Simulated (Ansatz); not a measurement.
BaO in the rock salt structure (space group Fm-3m, No. 225)

```cif
data_BaO
_chemical_formula_sum 'O1 Ba1'
_space_group_name_H-M_alt 'P 1'
_space_group_IT_number 1
_cell_length_a 3.88176
_cell_length_b 3.88176
_cell_length_c 3.88176
_cell_angle_alpha 60.000
_cell_angle_beta 60.000
_cell_angle_gamma 60.000
loop_
_space_group_symop_operation_xyz
  'x, y, z'
loop_
_atom_site_label
_atom_site_type_symbol
_atom_site_fract_x
_atom_site_fract_y
_atom_site_fract_z
_atom_site_occupancy
O1 O 0.00000 0.00000 0.00000 1
Ba1 Ba 0.50000 0.50000 0.50000 1
```

Method: PBEsol in Ansatz (plane waves to 420 eV, PAW, spin-orbit coupling left out). Settings: 10×10×10 k-points, 0.05 eV Fermi–Dirac smearing.

```yaml
volume_per_atom: 20.68 Å³
density: 6.16 g/cm³
band_gap: 1.84 eV, direct at X
electron_mass: 1.2 mₑ along k, 0.38 mₑ across
Lowest conduction-band minima above the VBM: X along ⟨100⟩ 1.84 eV
total_energy: -3213.044 eV/atom (σ→0; compares only within this code and set-up)
```

Effective masses come from finite differences of ±0.01 Å⁻¹. Along k means along the line from Γ to the band edge. No phonon test of stability was made.

Ansatz is a quantum-chemistry and plane-wave program.
